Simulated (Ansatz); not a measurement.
Consider TiAl (space group P4/mmm, No. 123; a = 2.7961 Å, c = 4.0378 Å; relaxed with 0.1 eV smearing). Axes: x, y, z lie along a, b, c of the conventional cell.

The values are results of PBEsol (Ansatz, a first-principles code; PAW; 420 eV plane waves; scalar-relativistic without spin-orbit coupling), earlier PAW set, not measurements.

Modification: biaxial strain −1.06 %, plane normal [001], relaxed out of plane (Cartesian); in-plane vectors clamped, the third vector and the atoms free.

What happens to the out-of-plane strain and in-plane stress?

The out-of-plane strain is +1.09 %; the mean in-plane stress (compression positive) comes out as +1.9 GPa.

No phonon test of stability was made. All final runs are without spin polarisation.
